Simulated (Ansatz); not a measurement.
CsCl-type FeAl

Level of theory: r²SCAN in Ansatz (plane waves, PAW).

Numerical settings: plane-wave cutoff 600 eV, 16×16×16 k mesh, Fermi–Dirac smearing 0.1 eV, finite displacements, force constants from a 4×4×4 q mesh, no spin polarisation, scalar-relativistic PAW data made under PBE.

Cell: relaxed at this level.

* **zone-centre TO phonon frequency**: 368 cm⁻¹
* **zero-point energy**: 0.051 eV/atom

The result took around 100 core-minutes (rough).

Ansatz is a quantum-chemistry and plane-wave program.
